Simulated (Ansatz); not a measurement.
Worked calculations on one periodic cell of amorphous Si48N60: Si48N60, 108 atoms, volume 1242.0 Å³, made by a melt-quench on the CHGNet potential and relaxed with DFT. N atoms were pushed apart under 1.9 Å during the dynamics, to hinder bonds among them. It is a model cell: composition and starting density were chosen by hand, and all elements were melted together. Computed with PBE, scalar-relativistic without spin-orbit coupling (plane waves to 420 eV, PAW; Ansatz, an electronic-structure program). Sampling: a 2×2×2 Γ-centred mesh; Fermi-Dirac width 0.02 eV; no spin polarisation. Its volume was held where the quench left it, its shape was free, and it stands at a mean pressure of -1.1 GPa with stress components up to 1.1 GPa; the relaxation ran on the zone centre alone. Its density went from a set 2.93 to 2.93 g/cm³. The cell is small and was quenched far faster than a real film, so it is one sample of the glass.

Problem. Count formal charges (Si +4, N -3). What does the count lead one to expect at the Fermi level, and what does the calculation give?

Solution. 48 × (+4) + 60 × (-3) = +12. 12 electrons are left on cation states, in cation-cation bonds, defect levels or the conduction band. On this mesh the highest filled and lowest empty level lie 1.77 eV apart; localised defect or tail levels set that (at the zone centre the more localised edge state sits most on one Si atom with neighbours N 1.77 Å, N 1.82 Å), and the nearest spread-out levels lie 3.0 eV apart.

The cell was scaled and its atoms relaxed again at each volume (the zone centre alone): 1167.5 Å³, 8.58 GPa; 1242.0 Å³, -1.15 GPa; 1279.3 Å³, -5.34 GPa.

Problem. Estimate the bulk modulus over this range from B = −dP/d ln V.

Solution. Between the ends: −(-5.34 − 8.58) / ln(1279.3/1167.5) = 152 GPa, a mean over the range at 0 K with the atoms relaxed.
